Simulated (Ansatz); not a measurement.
For SnPt (model structure, started from the CoSn type, P6/mmm, No. 191, 6 atoms in the cell), PBE in Ansatz (plane waves, PAW) gives:

lattice constant a: 5.738 Å
lattice parameter c: 4.547 Å

Q: What does r²SCAN in Ansatz (PAW) give for the same quantities?

A: 
- lattice constant a: 5.687 Å (drops by 0.9 %)
- lattice parameter c: 4.479 Å (decreases by 1.5 %)

Changes are worked out from the printed values.

Unless a cell is named, each level is at its own relaxed cell (PBE 21.61, r²SCAN 20.91 Å³/atom).

Levels without +SOC leave out spin–orbit coupling, which shifts energies and cells of such heavy elements.

The crystal itself was run without spin with PBE, r²SCAN; a magnetic state was not tried in these runs.

Ansatz's density-functional and Hartree–Fock values are scalar-relativistic unless marked +SOC, with PAW data made under PBE.

A model structure was made by putting elements into a prototype or built by hand; it is no filed structure, need not be a known phase, and can be a saddle point held by its symmetry.

Ansatz is a quantum-chemistry and plane-wave program.
